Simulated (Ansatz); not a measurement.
How far PBE-D3(BJ) and PBEsol-D3(BJ) part for SnS2, pressure 4.2 GPa

Start from SnS₂ in the CdI2 type structure (space group P-3m1, No. 164; a = 3.6694 Å, c = 5.8062 Å; layered, stacked along the Cartesian z axis).

(Cell as relaxed with PBE-D3(BJ).)

Levels (all Ansatz, a program for electronic structure, PAW): PBE-D3(BJ) (420 eV, no spin-orbit coupling); PBEsol-D3(BJ) (420 eV, scalar-relativistic without spin-orbit coupling).

Each level relaxes its own structure.

| base | PBE-D3(BJ) | PBEsol-D3(BJ) |
|---|---|---|
| volume per atom | 22.57 Å³ | 21.15 Å³ |
| lattice parameter a | 6.934 bohr | 6.852 bohr |
| band gap | 1.27 eV | 0.96 eV |

Perturbation: cell and atoms relaxed at a pressure of 4.2 GPa.

| quantity | PBE-D3(BJ) | PBEsol-D3(BJ) |
|---|---|---|
| lattice parameter a | 6.843 bohr | 6.771 bohr |
| c/a ratio | 1.493 | 1.473 |

PBE-D3(BJ)'s lattice parameter a lies 0.072 bohr above PBEsol-D3(BJ)'s (1.1 %); PBE-D3(BJ)'s c/a ratio lies 0.0192 above PBEsol-D3(BJ)'s. Neither level is exact; PBEsol-D3(BJ) is the comparison here, not a measurement.

Load acts through the strain it causes; cell and atoms are relaxed under it. Stability against distortions was not tested.
